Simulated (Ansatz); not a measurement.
Mo3Ir (model structure, started from the Cu3Au type, Pm-3m, No. 221, 4 atoms in the cell), treated with LDA (PAW; Ansatz, a program for electronic structure).

Run with plane-wave cutoff 520 eV, 14×14×14 k mesh, Fermi–Dirac smearing 0.05 eV, no spin polarisation, scalar-relativistic PAW data made under PBE.

Cell (relaxed at this level):

```cif
data_IrMo3
_chemical_formula_sum 'Mo3 Ir1'
_space_group_name_H-M_alt 'P 1'
_space_group_IT_number 1
_cell_length_a 3.89192
_cell_length_b 3.89192
_cell_length_c 3.89192
_cell_angle_alpha 90.000
_cell_angle_beta 90.000
_cell_angle_gamma 90.000
loop_
_space_group_symop_operation_xyz
  'x, y, z'
loop_
_atom_site_label
_atom_site_type_symbol
_atom_site_fract_x
_atom_site_fract_y
_atom_site_fract_z
_atom_site_occupancy
Mo1 Mo 0.00000 0.50000 0.50000 1
Mo2 Mo 0.50000 0.50000 0.00000 1
Mo3 Mo 0.50000 0.00000 0.50000 1
Ir1 Ir 0.00000 0.00000 0.00000 1
```

Question: Estimate the bulk modulus B0 that the calculation returns.

Answer: 
- bulk modulus B0: 313 GPa

Note: the run has no spin polarisation, so it can have missed a magnetic state; the bulk modulus is −V dP/dV from two relaxed cells at ±2 % in volume; the relaxation could raise the start's symmetry but not lower it, so the cell can be a saddle point.

Spin–orbit coupling is not included.

The computed numbers hold no vibrational or temperature effects.

Computing time: very roughly 2.0 core-minutes.

A model structure was made by putting elements into a prototype or built by hand; it is no filed structure, need not be a known phase, and can be a saddle point held by its symmetry.
